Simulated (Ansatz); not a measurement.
**Response to strain in MgO**

The parent structure is MgO in the rock salt structure (space group Fm-3m, No. 225; a = 4.159 Å).

Strains are applied to the cell and any free atomic positions relax.

Computed with Kohn–Sham DFT with the LDA functional, run in Ansatz (an electronic-structure program) with PAW and 420 eV plane waves, scalar-relativistic without spin-orbit coupling.

Notes on the quantities. energy relative to the base: free energy F.

```json
[
 {"variant": "base", "energy relative to the base": "0 meV/atom", "shortest interatomic distance": "2.080 Å", "width of the top valence band": "1.87 eV"},
 {"variant": "isotropic strain −3.00 %", "energy relative to the base": "+43 meV/atom", "shortest interatomic distance": "2.017 Å", "width of the top valence band": "2.06 eV"},
 {"variant": "isotropic strain −2.00 %", "energy relative to the base": "+19 meV/atom", "shortest interatomic distance": "2.038 Å", "width of the top valence band": "1.99 eV"},
 {"variant": "isotropic strain −1.00 %", "energy relative to the base": "+4.5 meV/atom", "shortest interatomic distance": "2.059 Å", "width of the top valence band": "1.93 eV"},
 {"variant": "isotropic strain −0.50 %", "energy relative to the base": "+1.1 meV/atom", "shortest interatomic distance": "2.069 Å", "width of the top valence band": "1.90 eV"},
 {"variant": "isotropic strain +0.50 %", "energy relative to the base": "+1.1 meV/atom", "shortest interatomic distance": "2.090 Å", "width of the top valence band": "1.85 eV"},
 {"variant": "isotropic strain +1.50 %", "energy relative to the base": "+9.4 meV/atom", "shortest interatomic distance": "2.111 Å", "width of the top valence band": "1.79 eV"},
 {"variant": "isotropic strain +2.00 %", "energy relative to the base": "+16 meV/atom", "shortest interatomic distance": "2.121 Å", "width of the top valence band": "1.77 eV"},
 {"variant": "isotropic strain +2.50 %", "energy relative to the base": "+25 meV/atom", "shortest interatomic distance": "2.132 Å", "width of the top valence band": "1.74 eV"},
 {"variant": "isotropic strain +3.00 %", "energy relative to the base": "+36 meV/atom", "shortest interatomic distance": "2.142 Å", "width of the top valence band": "1.71 eV"}
]
```

The levels and masses belong to the bands next to the band gap. Stability against distortions was not tested.
